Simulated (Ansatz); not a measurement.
Take TaAs (space group I4_1md, No. 109; a = 3.463 Å, c = 11.735 Å) as the base.

The values are results of Ansatz (a program for electronic structure) PBE, no spin-orbit coupling, earlier PAW set, not measurements.

Before the change:

| Property | Value |
|---|---|
| c/a ratio | 3.388 |
| Lattice parameter a | 3.463 Å |

It is then changed as follows: every Ta is replaced by Nb; the structure is relaxed again.

Q: Predict the new c/a ratio.

A: The c/a ratio decreases by 0.006 to 3.382.

Q: Estimate the effect on the lattice parameter a.

A: The lattice parameter a increases by 0.010 Å (3.463 Å → 3.473 Å).

No phonon test of stability was made. The final runs are not spin-polarised.
